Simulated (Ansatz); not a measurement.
The parent structure is ZnS in the zinc blende structure (space group F-43m, No. 216).

```
ZnS
1.0
    0.00000     2.72172     2.72172
    2.72172     0.00000     2.72172
    2.72172     2.72172     0.00000
S Zn
1 1
Cartesian
  4.08258   4.08258   4.08258
  0.00000   0.00000   0.00000
```

All numbers come from PBE (Ansatz, an electronic-structure program), no SOC.

| level | band gap | lattice parameter a |
|---|---|---|
| PBE | 2.02 eV | 5.443 Å |

Measured: band gap 3.94 eV (static lattice; corrected from measurement; as listed in Wei Chen et al., Physical Review Materials (2018)); lattice parameter a 5.41 Å (room temperature; as listed in Martin Albrecht, Beate Paulus, Hermann Stoll, Phys. Rev. B (1997)).

Computed minus measured — band gap: PBE -1.92 eV; lattice parameter a: PBE +0.6 %. Measured values not marked as corrected hold thermal and zero-point effects that the static-lattice runs lack. A measured gap can be an optical one, lowered by exciton binding.

Stability against distortions was not tested.
